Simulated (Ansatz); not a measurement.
Ansatz (a first-principles code) run on NiO2 (P6_3/mmc, 6 atoms in the cell): self-consistent single point.

Method of the run: PBEsol, PAW files made with PBE (plane waves; Ansatz).

The change in words: lattice scaled by 0.98. Reference geometry:
```xyz
6
Lattice="2.9122 0.0000 0.0000 -1.4561 2.5220 0.0000 0.0000 0.0000 10.5553" Properties=species:S:1:pos:R:3 pbc="T T T"
Ni     0.0000     0.0000     0.0000
Ni     0.0000     0.0000     5.2776
O      1.4561     0.8407     0.9403
O      0.0000     1.6813     9.6150
O      0.0000     1.6813     6.2179
O      1.4561     0.8407     4.3374
```
Moments meant for the start (each program seeds them in its own way; μB, in the order of the atoms Ni Ni O O O O): 2.0 2.0 0.0 0.0 0.0 0.0.

Reference input (self-consistent single point, DFT, PBEsol, plane waves, PAW files made with PBE): kpoints.mp_grid.grid = 10 10 3; hamiltonian.xc = pbesol; hamiltonian.pseudopotentials = {kind: paw} (the program's default PAW files); magnetization.spin_polarized = true; scf.occupations.method = fermi_dirac; scf.occupations.width = 0.1 eV. This run's input differs from it in these lines:

Ansatz 0.2 input:
```diff
@@ -2,12 +2,12 @@
   lattice:
-    - [2.912150, 0.000000, 0.000000]
-    - [-1.456075, 2.521996, 0.000000]
-    - [0.000000, 0.000000, 10.555270]
+    - [2.853907, 0.000000, 0.000000]
+    - [-1.426954, 2.471556, 0.000000]
+    - [0.000000, 0.000000, 10.344165]
   atoms:
     - { symbol: Ni, position_ang: [0.000000, 0.000000, 0.000000], spin: 2.0 }
-    - { symbol: Ni, position_ang: [0.000000, 0.000000, 5.277635], spin: 2.0 }
-    - { symbol: O, position_ang: [1.456076, 0.840664, 0.940263] }
-    - { symbol: O, position_ang: [-0.000001, 1.681332, 9.615007] }
-    - { symbol: O, position_ang: [-0.000001, 1.681332, 6.217898] }
-    - { symbol: O, position_ang: [1.456076, 0.840664, 4.337372] }
+    - { symbol: Ni, position_ang: [0.000000, 0.000000, 5.172083], spin: 2.0 }
+    - { symbol: O, position_ang: [1.426955, 0.823851, 0.921458] }
+    - { symbol: O, position_ang: [-0.000002, 1.647705, 9.422707] }
+    - { symbol: O, position_ang: [-0.000002, 1.647705, 6.093541] }
+    - { symbol: O, position_ang: [1.426955, 0.823851, 4.250624] }
 kpoints:
```

Log, with long lists cut:

```
SCF iter   1: F=—  HF=-13847.518802 eV  |F-HF|=—  |Δ(HF+E_count)|=         —  Δρ=2.32e-1 (↑8.75e-2 ↓2.32e-1)  dr2=2.04e1  dr2_m=1.50e1  M=0.005 μB ∫|m|=0.446 μB  β_m=0.30  ethr=3.10e-3  ⟨swp⟩=6.3  Hψ=8732  notcnv=0  defer=10
Mixer restart at iter 1: flushing history
all-band conjugate gradients solve this SCF's bands
preconditioner: auto → Resta (q_TF=auto, 2.641 Å⁻¹)
   [... lines left out ...]
SCF iter  12: F=—  HF=-13847.575661 eV  |F-HF|=—  |Δ(HF+E_count)|=   1.79e-8  Δρ=1.44e-6 (↑1.22e-6 ↓1.44e-6)  dr2=3.40e-9  dr2_m=1.08e-11  M=0.000 μB ∫|m|=0.000 μB  β_m=1.00  ethr=4.62e-10  ⟨swp⟩=2.1  Hψ=2841  notcnv=0  defer=56
SCF iter  13: F=-13847.575661 eV  HF=-13847.575661 eV  |F-HF|=1.89e-10  |Δ(HF+E_count)|=   1.62e-9  Δρ=1.86e-7 (↑1.64e-7 ↓1.86e-7)  dr2=5.51e-11  dr2_m=1.45e-12  M=-0.000 μB ∫|m|=0.000 μB  ethr=5.66e-12  ⟨swp⟩=8.7  Hψ=7758  notcnv=0
SCF 1 converged in 13 iterations: F = -13847.575661 eV  dr2 = 5.51e-11
WARN: the starting moments were not kept: the SCF closed with an absolute magnetisation of 1.3e-6 μB, where they sum to 4 μB in size (2 sites) …
Magnetization: -0.0000 μB (30.0000 up, 30.0000 down)
   [... lines left out ...]
Absolute magnetization: 0.0000 μB (∫|ρ↑−ρ↓|, with the PAW one-centre terms)
Free energy (F): -13847.575661 eV
Fermi energy:    5.486312 eV
   [... lines left out ...]
  atom   6  O     -0.00000000     0.00000000     0.35697065
--- Stress (GPa, compression-positive) ---
      -10.249356       0.000000       0.000000
       -0.000000     -10.249356       0.000000
        0.000000       0.000000      -2.698484
  P = ⅓ Tr σ = -7.7324 GPa (-77.324 kbar)
  The stress holds the Pulay correction. Without it, at fixed plane waves, as pw.x and ABINIT print it: P = -8.1819 GPa
```

The run converged in 13 iterations. Against the reference run the free energy falls by 55.4 meV/atom, the pressure goes from -15.17 to -7.73 GPa and the largest force goes from 1.032 to 0.357 eV/Å.

The starting cell comes from a database of computed structures (which also holds hypothetical and non-ambient phases and stackings), without a prior relaxation at this level. For this run, on top of that: lattice scaled by 0.98. The starting moments vanished: the run ended non-magnetic, which need not be the lowest state. The program warned that a starting moment was not kept. With a pressure of about -8 GPa the cell is away from its equilibrium volume at this level. Ansatz's pressure includes its estimate of the finite-basis (Pulay) stress.
